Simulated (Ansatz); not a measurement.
The starting structures come from a database of crystals and need not be the phases stable at ambient conditions.

 Where the default PAW files enter, the runs use the earlier of Ansatz's two default sets.

```yaml
crystal:
  lattice:
    - [5.03775, 0.00000, 0.00000]
    - [0.00000, 5.20238, 0.00000]
    - [0.00000, 0.00000, 9.97217]
  atoms:
    - { symbol: Hf, position: [0.24559, 0.46490, 0.11542] }
    - { symbol: Hf, position: [0.75441, 0.53510, 0.88458] }
    - { symbol: Hf, position: [0.25441, 0.96490, 0.88458] }
    - { symbol: Hf, position: [0.74559, 0.03510, 0.11542] }
    - { symbol: Hf, position: [0.74559, 0.53510, 0.38458] }
    - { symbol: Hf, position: [0.25441, 0.46490, 0.61542] }
    - { symbol: Hf, position: [0.75441, 0.03510, 0.61542] }
    - { symbol: Hf, position: [0.24559, 0.96490, 0.38458] }
    - { symbol: O, position: [0.00244, 0.26133, 0.47714] }
    - { symbol: O, position: [0.99756, 0.73867, 0.52286] }
    - { symbol: O, position: [0.49756, 0.76133, 0.52286] }
    - { symbol: O, position: [0.50244, 0.23867, 0.47714] }
    - { symbol: O, position: [0.50244, 0.73867, 0.02286] }
    - { symbol: O, position: [0.49756, 0.26133, 0.97714] }
    - { symbol: O, position: [0.99756, 0.23867, 0.97714] }
    - { symbol: O, position: [0.00244, 0.76133, 0.02286] }
    - { symbol: O, position: [0.37420, 0.62649, 0.28946] }
    - { symbol: O, position: [0.62580, 0.37351, 0.71054] }
    - { symbol: O, position: [0.12580, 0.12649, 0.71054] }
    - { symbol: O, position: [0.87420, 0.87351, 0.28946] }
    - { symbol: O, position: [0.87420, 0.37351, 0.21054] }
    - { symbol: O, position: [0.12580, 0.62649, 0.78946] }
    - { symbol: O, position: [0.62580, 0.87351, 0.78946] }
    - { symbol: O, position: [0.37420, 0.12649, 0.21054] }
```

Space group of this cell: Pbca. The cell is taken as given; by r2SCAN its mean pressure is 4.1 GPa.

Computed with r2SCAN (plane waves, PAW; Ansatz, a first-principles code).

The current runs along the normal of the first two printed vectors; no spin-orbit coupling. Scaled by the factor s: both lengths across the current (ions clamped). Meshes 6×6×4 and 6×6 across the current in all rows.

```json
[
 {"s": "0.98", "mean pressure (GPa)": "16.3", "band gap (eV)": "4.98"},
 {"s": "1.00", "mean pressure (GPa)": "4.1", "band gap (eV)": "4.87"},
 {"s": "1.02", "mean pressure (GPa)": "-6.1", "band gap (eV)": "?"}
]
```

### Question
Take the slope of the band gap against ln s from the two given rows, extrapolate to s = 1.02, and say what the run there gives.

### Answer
Slope = (4.98 − 4.87) / ln 0.98 = -5.44 eV. The line gives 4.87 + (-5.44) × ln 1.02 = 4.76 eV. The run gives 4.76 eV, as the line does.
